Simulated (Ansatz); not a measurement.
Cells marked so need not be the phases stable at ambient conditions, and some may be hypothetical.

 Where the default PAW files enter, the runs use the earlier of Ansatz's two default sets.

The gap is the functional's own. No spin-orbit coupling. Mid-gap values are interpolated on the energy grid.

A. ZnSe2 (Pa-3, not sure to be the ambient phase, 12 atoms a cell, 21.6 Å³ an atom, -2 GPa at this level), along the normal of (001)
B. Ba2MgH6 (P-3m1, not sure to be the ambient phase, 9 atoms a cell, 14.3 Å³ an atom), along the normal of (001)
C. Rh₂O₃ (R-3c, corundum, not sure to be the ambient phase, 10 atoms a cell, 10.6 Å³ an atom), along the normal of (001)

Task: Put the candidates in order of mid-gap decay constant of the slowest evanescent state, highest first, for r2SCAN (Ansatz, an electronic-structure program).

Result: C (0.30 1/Å), B (0.23 1/Å), A (0.17 1/Å)
